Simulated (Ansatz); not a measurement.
A self-consistent single point of YTi2Ga4 (P1, 7 atoms in the cell) with Ansatz (a first-principles code).

Method of the run: PBEsol, PAW files made with PBE (plane waves; Ansatz).

The change in words: atoms moved at random. Reference geometry:
```yaml
crystal:
  lattice:
    - [-3.39292, 3.39292, 2.74046]
    - [3.39292, -3.39292, 2.74046]
    - [3.39292, 3.39292, -2.74046]
  atoms:
    - { symbol: Y, position: [0.00000, 0.00000, 0.00000] }
    - { symbol: Ti, position: [0.75000, 0.25000, 0.50000] }
    - { symbol: Ti, position: [0.25000, 0.75000, 0.50000] }
    - { symbol: Ga, position: [0.30349, 0.69651, 0.00000] }
    - { symbol: Ga, position: [0.69651, 0.30349, 0.00000] }
    - { symbol: Ga, position: [0.69651, 0.69651, 0.39302] }
    - { symbol: Ga, position: [0.30349, 0.30349, 0.60698] }
```

Reference input (self-consistent single point, DFT, PBEsol, plane waves, PAW files made with PBE): kpoints.mp_grid.grid = 5 5 5; hamiltonian.xc = pbesol; hamiltonian.pseudopotentials = {kind: paw} (the program's default PAW files); scf.occupations.method = gaussian; scf.occupations.width = 0.136 eV. This run's input differs from it in these lines:

Ansatz 0.2 input:
```diff
@@ -7,9 +7,9 @@
   atoms:
-    - { symbol: Y, position: [0.00000000, 0.00000000, 0.00000000] }
-    - { symbol: Ti, position: [0.75000000, 0.25000000, 0.50000000] }
-    - { symbol: Ti, position: [0.25000000, 0.75000000, 0.50000000] }
-    - { symbol: Ga, position: [0.30349000, 0.69651000, 0.00000000] }
-    - { symbol: Ga, position: [0.69651000, 0.30349000, 0.00000000] }
-    - { symbol: Ga, position: [0.69651000, 0.69651000, 0.39302000] }
-    - { symbol: Ga, position: [0.30349000, 0.30349000, 0.60698000] }
+    - { symbol: Y, position: [0.00364700, -0.00025100, -0.00710200] }
+    - { symbol: Ti, position: [0.75565100, 0.24884100, 0.50023500] }
+    - { symbol: Ti, position: [0.25619500, 0.75516900, 0.50503000] }
+    - { symbol: Ga, position: [0.31184800, 0.69442500, 0.00651700] }
+    - { symbol: Ga, position: [0.69429900, 0.30612500, -0.00143800] }
+    - { symbol: Ga, position: [0.67967800, 0.69331800, 0.39268600] }
+    - { symbol: Ga, position: [0.29868200, 0.30237300, 0.60407200] }
 kpoints:
```

Log, with long lists cut:

```
SCF iter   1: F=—  HF=-23721.547388 eV  |F-HF|=—  |Δ(HF+E_count)|=         —  Δρ=4.95e-2  dr2=7.51e0  ethr=3.10e-3  ⟨swp⟩=6.0  Hψ=10855  notcnv=0
all-band conjugate gradients solve this SCF's bands
preconditioner: auto → Kerker (q_TF=auto, 2.564 Å⁻¹)
SCF iter   2: F=—  HF=-23720.226150 eV  |F-HF|=—  |Δ(HF+E_count)|=    1.32e0  Δρ=2.83e-2  dr2=1.94e0  ethr=3.10e-3  ⟨swp⟩=2.1  Hψ=6324  notcnv=0  defer=109
   [... lines left out ...]
SCF iter   7: F=—  HF=-23719.771598 eV  |F-HF|=—  |Δ(HF+E_count)|=   2.97e-5  Δρ=1.82e-4  dr2=3.02e-5  ethr=1.02e-7  ⟨swp⟩=2.0  Hψ=5203  notcnv=0  defer=105
SCF iter   8: F=—  HF=-23719.771576 eV  |F-HF|=—  |Δ(HF+E_count)|=   2.21e-5  Δρ=8.10e-5  dr2=7.82e-6  ethr=3.47e-8  ⟨swp⟩=2.0  Hψ=5195  notcnv=0  defer=105
SCF iter   9: F=—  HF=-23719.771570 eV  |F-HF|=—  |Δ(HF+E_count)|=   5.35e-6  Δρ=2.28e-5  dr2=7.52e-7  ethr=8.99e-9  ⟨swp⟩=2.0  Hψ=5156  notcnv=0  defer=105
SCF iter  10: F=-23719.771570 eV  HF=-23719.771570 eV  |F-HF|=3.61e-8  |Δ(HF+E_count)|=   3.80e-7  Δρ=5.28e-6  dr2=4.10e-8  ethr=1.15e-10  ⟨swp⟩=9.9  Hψ=15344  notcnv=0
SCF 1 converged in 10 iterations: F = -23719.771570 eV  dr2 = 4.10e-8
Free energy (F): -23719.771570 eV
Internal energy: -23719.713335 eV  (E = F + TS)
E sigma→0 (E₀):  -23719.742453 eV
Entropy (-TS):   -0.058235 eV (-8.319 meV/atom)
Fermi energy:    11.849203 eV
--- Forces (eV/Å), atoms counted from 1 ---
  atom   1  Y      0.18507283     0.11291919    -0.09859875
  atom   2  Ti     0.24950350    -0.20220243     0.04027066
  atom   3  Ti     0.12289802    -0.24037834    -0.20649103
  atom   4  Ga     0.04247839    -0.47812609     0.00489350
  atom   5  Ga     0.00989418     0.21241644     0.04324180
  atom   6  Ga    -0.42170351     0.53393999     0.14558668
  atom   7  Ga    -0.18815574     0.06143435     0.07113771
--- Stress (GPa, compression-positive) ---
       -4.963704       0.199127       0.181197
        0.199127      -4.661984       0.147402
        0.181197       0.147401      -4.358697
  P = ⅓ Tr σ = -4.6615 GPa (-46.615 kbar)
  The stress holds the Pulay correction. Without it, at fixed plane waves, as pw.x and ABINIT print it: P = -4.6922 GPa
```

The run converged in 10 iterations. Against the reference run the free energy rises by 8.3 meV/atom, the pressure goes from -4.81 to -4.66 GPa and the largest force goes from 0.049 to 0.696 eV/Å.

The starting cell comes from a database of computed structures (which also holds hypothetical and non-ambient phases and stackings), without a prior relaxation at this level. Its lattice was rescaled by a random factor within 2.5 % of one. For this run, on top of that: atoms moved at random. Spin polarisation is off. With a pressure of about -5 GPa the cell is away from its equilibrium volume at this level. Ansatz's pressure includes its estimate of the finite-basis (Pulay) stress.

Cost on one core of a shared machine: roughly 60 s.
